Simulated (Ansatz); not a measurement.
## MgB2: strain along the normal

MgB2 (AlB2 type, P6/mmm, 9.623 Å³/atom at rest, c along z) under an equal strain ε in the (0001) plane with the normal axis free, as in a coherent film. PBE in Ansatz, a plane-wave DFT program (PAW, default set), 420 eV, 22×22×16 Γ-centred mesh, Fermi-Dirac smearing 0.10 eV; ions are relaxed within the symmetry of each cell.

Here s stands for strain and y for normal strain.

```csv
strain (%),normal strain (%)
-3.00,?
-1.50,0.36
-1.00,0.25
-0.50,0.13
0.00,0.00
0.50,-0.13
1.00,-0.26
1.50,-0.40
```

The 7 complete rows are fitted with a straight line, y against s. Means: s 0, y -0.007. About the means, the sum of products is -1.7800 and the sum of squares of s is 7.0000; the slope is their ratio. Least squares gives y = -0.007 - 0.2543·s. Residuals (row less fit): -0.014, 0.003, 0.010, 0.007, 0.004, 0.001, -0.012; standard error 0.010 (degrees of freedom: 5). The slope, -0.25 ± 0.00, is the elastic response of the normal axis, −2C13/C33.

Task: What does the fit predict for y at s = -3.00, and how far is the calculated value from it?

Result: y = -0.007 - 0.2543 × (-3.0) = 0.756%. The calculation gives 0.67%, 0.086% below the prediction (8.0 % of the range of y in the table). The row lies outside the fitted rows, so this is an extrapolation. From the scatter of the fitted rows alone, a prediction at this place has a standard error of 0.016%, so the miss is 5.4 times that.

One order more, fitted to all 13 runs of the series, follows each within 0.01, so the miss is the next term of a smooth law. In a metal these values are sensitive to mesh and smearing; energies are taken to zero smearing, stresses follow the free energy. Rows are the converged runs of the series near zero and its far end; series whose fitted rows scatter by over a few per cent of the range, as at a crossing or softening among them, aren't shown in this form. Most that stay on the fit to the last digits aren't either.
